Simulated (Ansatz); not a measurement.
Where the default PAW files enter, the runs use the earlier of Ansatz's two default sets.

Here is the system:

```yaml
crystal:
  lattice:
    - [3.86997, 0.00000, 0.00000]
    - [-1.93499, 3.35150, 0.00000]
    - [1.93499, -1.11717, 3.15982]
  atoms:
    - { symbol: Al, position: [0.00000, 0.00000, 0.00000] }
    - { symbol: P, position: [0.75000, 0.25000, 0.75000] }
```

Space group of this cell: F-43m, zinc blende. The cell is taken as given.

The current runs along the normal of the first two printed vectors, the (111) plane. All runs by Ansatz (an electronic-structure program), plane waves and PAW, without spin-orbit coupling; the base is PBEsol.

```
run                                                      mean pressure (GPa)    gap (eV)  mid-gap κ (1/Å)
-------------------------------------------------------  -------------------  ----------  ---------------
base                                                                    -0.1        1.46            0.141
lda in place of pbesol                                                  -1.9        1.46            0.140
lengths across the current scaled by 0.98, ions clamped                  3.7  (withheld)       (withheld)
lengths across the current scaled by 1.02, ions clamped                 -3.2  (withheld)       (withheld)
lengths along the current scaled by 1.03, ions clamped                  -2.4        1.46       (withheld)
```

Problem. Complete the blanks.

Solution. 
- lengths across the current scaled by 0.98, ions clamped, gap (eV): 1.34
- lengths across the current scaled by 0.98, ions clamped, mid-gap κ (1/Å): 0.142
- lengths across the current scaled by 1.02, ions clamped, gap (eV): 1.48
- lengths across the current scaled by 1.02, ions clamped, mid-gap κ (1/Å): 0.142
- lengths along the current scaled by 1.03, ions clamped, mid-gap κ (1/Å): 0.136
